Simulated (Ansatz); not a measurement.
Candidates (primitive cells; geometry: cell and atoms relaxed with r2SCAN):
A. BP (F-43m), a = b = c = 3.208 Å, α = β = γ = 60.00°
B. ZnS (F-43m), a = b = c = 3.812 Å, α = β = γ = 60.00°
C. InP (F-43m), a = 4.177 Å, b = 4.177 Å, c = 4.177 Å, α = 60.00°, β = 60.00°, γ = 60.00°
D. GaP (F-43m), a = b = c = 3.8549 Å, α = β = γ = 60.00°

Problem. Rank these by band gap (lowest first), as r2SCAN with spin-orbit coupling, rigid bands in Ansatz (a first-principles code) gives it.

Solution. C (1.00 eV), A (1.40 eV), D (1.82 eV), B (2.68 eV)
